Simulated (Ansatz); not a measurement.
Worked example: self-consistent single point of CuAgO₂ (Cm, 4 atoms in the cell) in Ansatz (an electronic-structure program).

Method of the run: PBEsol, default PAW files made with PBE (plane waves; Ansatz).

```
CuAgO2
1.0
    3.29558    -1.41972     0.00000
    3.29558     1.41972     0.00000
   -2.38086     0.00000     5.55598
Cu Ag O
1 1 2
Direct
  0.50325   0.50325   0.50900
  0.00000   0.00000   0.00000
  0.87545   0.87545   0.28377
  0.12455   0.12455   0.71623
```

Reference input (self-consistent single point, DFT, PBEsol, plane waves, default PAW files made with PBE): basis.ecutwfc = 420 eV; kpoints.mp_grid.grid = 11 11 5; hamiltonian.xc = pbesol; hamiltonian.pseudopotentials = {kind: paw} (the program's default PAW files); scf.occupations.method = gaussian; scf.occupations.width = 0.1 eV. This run's input differs from it in these lines:

Ansatz 0.2 input:
```diff
@@ -13,3 +13,3 @@
 kpoints:
-  mp_grid: { grid: [11, 11, 5] }
+  mp_grid: { grid: [17, 17, 8] }
 hamiltonian:
@@ -18,3 +18,3 @@
 scf:
-  occupations: { method: gaussian, width: 0.1 eV }
+  occupations: { method: gaussian, width: 0.02 eV }
 output:
```

Log, with long lists cut:

```
SCF iter   1: F=—  HF=-15228.975406 eV  |F-HF|=—  |Δ(HF+E_count)|=         —  Δρ=1.88e-2  dr2=1.48e-1  ethr=1.77e-3  ⟨swp⟩=5.5  Hψ=69676  notcnv=0
all-band conjugate gradients solve this SCF's bands
preconditioner: auto → LDOS
SCF iter   2: F=—  HF=-15228.977425 eV  |F-HF|=—  |Δ(HF+E_count)|=   2.02e-3  Δρ=1.97e-2  dr2=1.17e-1  ethr=2.96e-4  ⟨swp⟩=2.2  Hψ=38008  notcnv=0  defer=572
   [... lines left out ...]
SCF iter   5: F=—  HF=-15228.938016 eV  |F-HF|=—  |Δ(HF+E_count)|=   1.09e-4  Δρ=4.20e-4  dr2=9.25e-5  ethr=1.14e-6  ⟨swp⟩=2.2  Hψ=28394  notcnv=0  defer=572
SCF iter   6: F=—  HF=-15228.938014 eV  |F-HF|=—  |Δ(HF+E_count)|=   1.87e-6  Δρ=6.29e-5  dr2=1.25e-6  ethr=1.85e-7  ⟨swp⟩=1.7  Hψ=23745  notcnv=0  defer=572
SCF iter   7: F=—  HF=-15228.938014 eV  |F-HF|=—  |Δ(HF+E_count)|=   3.22e-7  Δρ=2.35e-5  dr2=1.58e-7  ethr=2.50e-9  ⟨swp⟩=2.4  Hψ=30084  notcnv=0  defer=572
SCF iter   8: F=-15228.938014 eV  HF=-15228.938014 eV  |F-HF|=1.51e-10  |Δ(HF+E_count)|=   2.90e-8  Δρ=3.76e-6  dr2=3.43e-9  ethr=2.00e-10  ⟨swp⟩=7.7  Hψ=69140  notcnv=0
SCF 1 converged in 8 iterations: F = -15228.938014 eV  dr2 = 3.43e-9
Free energy (F): -15228.938014 eV
Internal energy: -15228.937732 eV  (E = F + TS)
E sigma→0 (E₀):  -15228.937873 eV
Entropy (-TS):   -0.000282 eV (-0.071 meV/atom)
Fermi energy:    9.986587 eV
--- Forces (eV/Å), atoms counted from 1 ---
  atom   1  Cu    -0.19509628     0.00000000    -1.18569330
  atom   2  Ag    -0.01389388     0.00000000     0.14945585
  atom   3  O      0.39710597    -0.00000000     0.57650053
  atom   4  O     -0.18811495     0.00000000     0.45974054
--- Stress (GPa, compression-positive) ---
       -5.736951       0.000000       1.390052
        0.000000      -8.554444       0.000000
        1.390045       0.000000      -9.341419
  P = ⅓ Tr σ = -7.8776 GPa (-78.776 kbar)
  The stress holds the Pulay correction. Without it, at fixed plane waves, as pw.x and ABINIT print it: P = -8.4326 GPa
```

The run converged in 8 iterations. Against the reference run the free energy rises by 1.2 meV/atom, the pressure stays at -7.88 GPa and the largest force moves little (1.200 to 1.202 eV/Å).

The starting cell comes from a database of computed structures (which also holds hypothetical and non-ambient phases and stackings), without a prior relaxation at this level. Its lattice was rescaled by up to half a per cent. One atom was moved a little off its site on purpose. Spin polarisation is off, so a magnetic state, if there is one, cannot be reached. With a pressure of about -8 GPa the cell is away from its equilibrium volume at this level. Forces in this geometry exceed 1 eV/Å. Ansatz's pressure includes its estimate of the finite-basis (Pulay) stress. Without the estimate this run gives -8.43 GPa. The run gives no clean gap (levels at the Fermi energy touch, overlap or are partly filled at this smearing), which alone does not show that the compound is a metal.

Cost on one core of a shared machine: roughly 50 s.
